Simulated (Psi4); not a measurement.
Psi4 1.11, HF/def2-svp, scf_type pk: [SiH3]C([SiH3])[C@@H]1CC[SiH2]1, 21 atoms. The geometry is a generated start, not checked to be a minimum at this level.

| Item | Value |
|---|---|
| task | energy |
| method | scf |
| basis | def2-svp |
| scf_type | pk |
| guess | auto, which took SAD (default) |
| diis_max_vecs | 10 (default) |
| scf_initial_accelerator | adiis (default) |
| e_convergence | 1e-06 (default) |
| d_convergence | 1e-06 (default) |
| basis functions | 180 |

On 4 threads. Build: conda-forge: OpenMP (LLVM), MKL, Libint2. One run each, on a shared machine, so no times are given.

Values of memory tried: 8 GB, 4 GB, 2 GB, 1 GB, 0.5 GB, 0.3 GB.

### Question
Which of these memory settings still run, and by which path?

### Answer
It runs down to 0.3 GB, the lowest tried, with the same result. At 8 GB: SCF: PK in core. From 2 GB down: SCF: PK on disk.

```
memory             path  peak memory
------  ---------------  -----------
8 GB    SCF: PK in core      2.2 GiB
4 GB    SCF: PK in core      2.2 GiB
2 GB    SCF: PK on disk      2.0 GiB
1 GB    SCF: PK on disk     0.84 GiB
0.5 GB  SCF: PK on disk     0.52 GiB
0.3 GB  SCF: PK on disk     0.39 GiB
```

Peak memory is the kernel's count for the largest process, libraries included and scratch files not. The peak passes the setting at 2 GB, 0.5 GB, 0.3 GB: it is no hard cap.
